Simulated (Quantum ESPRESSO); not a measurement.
Density of states of Rh (Fm-3m, 1 atom in the cell).

```
Rh
1.0
   -1.88510     0.00000     1.88510
    0.00000     1.88510     1.88510
   -1.88510     1.88510     0.00000
Rh
1
Direct
  0.00000   0.00000   0.00000
```

Method of the run: PBE, SSSP 1.1.2 efficiency (PBE) pseudopotentials (plane waves; Quantum ESPRESSO).

SCF settings: ecutwfc = 60 Ry; occupations = smearing; smearing = gaussian; degauss = 0.0073499 Ry; potentials = {Rh: Rh_ONCV_PBE-1.0.oncvpsp.upf}; K_POINTS = automatic 12 12 12 1 1 1; conv_thr = 1e-10 Ry. Keys of the DOS step: nscf.calculation = nscf; nscf.verbosity = high; nscf.nbnd = 15; nscf.startingwfc = random; nscf.diago_thr_init = 1e-06; nscf.K_POINTS = automatic 18 18 18 0 0 0; dos.x.fildos = dos.dat; dos.x.Emin = -15 eV; dos.x.Emax = 30 eV; dos.x.DeltaE = 0.05 eV; dos.x.ngauss = 0; dos.x.degauss = 0.02205 Ry.

The starting cell comes from a database of computed structures (which also holds hypothetical and non-ambient phases and stackings), without a prior relaxation at this level. Its lattice was rescaled by a random factor within 2.5 % of one. Spin polarisation is off.

Total DOS (both spins), as means of the tabulated values in each energy bin; the zero is the program's Fermi level or highest filled level, and the curve is cut to this window:

(E (eV), states/eV/cell): (-7.75, 0.04); (-7.25, 0.07); (-6.75, 0.16); (-6.25, 0.74); (-5.75, 1.55); (-5.25, 1.66); (-4.75, 1.24); (-4.25, 1.26); (-3.75, 1.31); (-3.25, 1.69); (-2.75, 1.97); (-2.25, 1.33); (-1.75, 1.32); (-1.25, 1.43); (-0.75, 1.22); (-0.25, 1.22); (0.25, 1.58); (0.75, 1.21); (1.25, 0.29); (1.75, 0.20); (2.25, 0.26); (2.75, 0.20)

Around zero the curve holds about 1.3 states/eV/cell.
